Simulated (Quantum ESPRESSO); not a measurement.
Quantum ESPRESSO is run on BaMg6Cd (P1, 8 atoms in the cell), and the run fails. The aim is a self-consistent single point with DFT, LDA (PZ), plane waves, GBRV 1.5 ultrasoft (LDA) pseudopotentials.

Input:

```fortran
&control
 calculation = 'scf'
 prefix = 'bamg6cd'
 outdir = './out'
 pseudo_dir = './'
 tprnfor = .true.
 tstress = .true.
/
&system
 ibrav = 0
 nat = 8
 ntyp = 3
 ecutwfc = 40
 ecutrho = 200
 occupations = 'smearing'
 smearing = 'cold'
 degauss = 0.0099958
/
&electrons
 conv_thr = 1.0d-10
 mixing_beta = 0.7
/
ATOMIC_SPECIES
Ba   137.3270  ba_lda_v1.uspp.F.UPF
Mg    24.3050  mg_lda_v1.4.uspp.F.UPF
Cd   112.4140  cd_lda_v1.uspp.F.UPF
ATOMIC_POSITIONS alat
Ba    0.0011250000   -0.0087605240    1.9489686690
Mg    0.0026900000   -0.3323814948    1.3569179643
Mg   -0.0133680000    0.3336635394    1.3645616450
Mg   -0.0014280000    0.0067667637    0.7969125970
Mg    0.5031200000   -0.3030904990    1.0017557405
Mg    0.4992810000    0.3032646712    1.0101095347
Mg    0.5002660000   -0.0001413869    0.3907112567
Cd    0.5083150000    0.0006782473    1.5045208019
K_POINTS automatic
4 3 3
CELL_PARAMETERS bohr
   9.7701675232     0.0000000000     0.0000000000
   0.0000000000     6.6733032475    11.4487262021
   0.0000000000    -6.6733032475    11.4487262021
```

Output, abridged:

```
     This program is part of the open-source Quantum ESPRESSO suite
     for quantum simulation of materials; please cite

 %%%%%%%%%%%%%%%%%%%%%%%%%%%%%%%%%%%%%%%%%%%%%%%%%%%%%%%%%%%%%%%%%%%%%%%%%%%%%%
     Error in routine card_kpoints (1):
      end of file while reading automatic k points
 %%%%%%%%%%%%%%%%%%%%%%%%%%%%%%%%%%%%%%%%%%%%%%%%%%%%%%%%%%%%%%%%%%%%%%%%%%%%%%

     stopping ...
```

Question: Read the log: what does the program object to, and what is the fix?

Answer: The fault is an automatic mesh without its three shifts. The card takes six integers. To fix it, add the shifts. The program stopped before any SCF iteration.

The sound input it was made from differs as follows (other fixes are possible):
```diff
-4 3 3
+4 3 3  0 0 0
```

With that input, the run converged in 14 iterations: free energy E − TS -12724.0222 eV; Fermi level (on the code's own zero) 5.78 eV; pressure -2.12 GPa; largest force (vector length) 0.266 eV/Å (DFT, LDA (PZ), plane waves, GBRV 1.5 ultrasoft (LDA) pseudopotentials).

On the sound input: the starting cell comes from a database of computed structures (which also holds hypothetical and non-ambient phases and stackings), without a prior relaxation at this level. Its atoms were displaced at random from the sites of space group no. 38.
